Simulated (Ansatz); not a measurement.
Electronic density of states of amorphous Ge$_{12}$As$_{12}$S$_{36}$, density 2.93 g/cm³, on a 2×2×2 Γ-centred mesh with a Gaussian width of 0.1 eV; energies count from the Fermi level, whose place inside the gap is arbitrary. Cell and mesh are small, so fine structure isn't converged. Method: PBE-D3(BJ), scalar-relativistic without spin-orbit coupling (plane waves to 420 eV, PAW; Ansatz, a first-principles code). Sampling: a 2×2×2 Γ-centred mesh; Fermi-Dirac width 0.05 eV; no spin polarisation.

Preparation: random packing, a CHGNet melt and quench, and a DFT relaxation. The hot cell started wider than the set density and was brought back towards it in steps. It is the lowest in DFT energy of 3 quenches. It is a model cell: composition and starting density were chosen by hand, and all elements were melted together. The geometry includes D3(BJ) dispersion. Its density started from a set value of 2.96 and ended at 2.93 g/cm³. The quench (nominally 99 K/ps over its main leg) was far faster than any real one, so the model tends to hold more defects than a real film. A cell of this size samples the disorder only roughly. Volume and shape were free in the relaxation.

```csv
E - EF (eV),states/(eV atom)
-12.00,0.01
-11.90,0.05
-11.80,0.17
-11.70,0.10
-11.60,0.01
-11.50,0.00
-11.40,0.02
-11.30,0.15
-11.20,0.31
-11.10,0.17
-11.00,0.03
-10.90,0.09
-10.80,0.17
-10.70,0.10
-10.60,0.16
-10.50,0.23
-10.40,0.28
-10.30,0.24
-10.20,0.13
-10.10,0.15
-10.00,0.17
-9.90,0.12
-9.80,0.11
-9.70,0.11
-9.60,0.16
-9.50,0.24
-9.40,0.17
-9.30,0.11
-9.20,0.16
-9.10,0.12
-9.00,0.17
-8.90,0.10
-8.80,0.02
-8.70,0.04
-8.60,0.17
-8.50,0.26
-8.40,0.26
-8.30,0.29
-8.20,0.32
-8.10,0.25
-8.00,0.12
-7.90,0.17
-7.80,0.22
-7.70,0.30
-7.60,0.37
-7.50,0.32
-7.40,0.19
-7.30,0.05
-7.20,0.09
-7.10,0.17
-7.00,0.06
-6.90,0.00
-6.80,0.00
-6.70,0.00
-6.60,0.00
-6.50,0.00
-6.40,0.00
-6.30,0.00
-6.20,0.06
-6.10,0.25
-6.00,0.43
-5.90,0.51
-5.80,0.47
-5.70,0.53
-5.60,0.64
-5.50,0.61
-5.40,0.65
-5.30,0.60
-5.20,0.50
-5.10,0.58
-5.00,0.63
-4.90,0.58
-4.80,0.62
-4.70,0.56
-4.60,0.50
-4.50,0.51
-4.40,0.52
-4.30,0.59
-4.20,0.58
-4.10,0.60
-4.00,0.59
-3.90,0.60
-3.80,0.66
-3.70,0.73
-3.60,0.74
-3.50,0.71
-3.40,0.66
-3.30,0.71
-3.20,0.74
-3.10,0.74
-3.00,0.76
-2.90,0.71
-2.80,0.68
-2.70,0.71
-2.60,0.70
-2.50,0.61
-2.40,0.59
-2.30,0.67
-2.20,0.70
-2.10,0.79
-2.00,0.92
-1.90,0.85
-1.80,0.77
-1.70,0.81
-1.60,0.75
-1.50,0.77
-1.40,0.78
-1.30,0.74
-1.20,0.67
-1.10,0.55
-1.00,0.32
-0.90,0.18
-0.80,0.23
-0.70,0.22
-0.60,0.10
-0.50,0.01
-0.40,0.00
-0.30,0.00
-0.20,0.00
-0.10,0.00
0.00,0.00
0.10,0.00
0.20,0.00
0.30,0.00
0.40,0.00
0.50,0.01
0.60,0.10
0.70,0.21
0.80,0.24
0.90,0.35
1.00,0.50
1.10,0.55
1.20,0.56
1.30,0.60
1.40,0.57
1.50,0.53
1.60,0.54
1.70,0.64
1.80,0.62
1.90,0.58
2.00,0.63
2.10,0.65
2.20,0.62
2.30,0.64
2.40,0.62
2.50,0.54
2.60,0.51
2.70,0.48
2.80,0.54
2.90,0.55
3.00,0.57
3.10,0.59
```

The gap on this mesh is 1.29 eV; the broadening fills part of it in the curve.
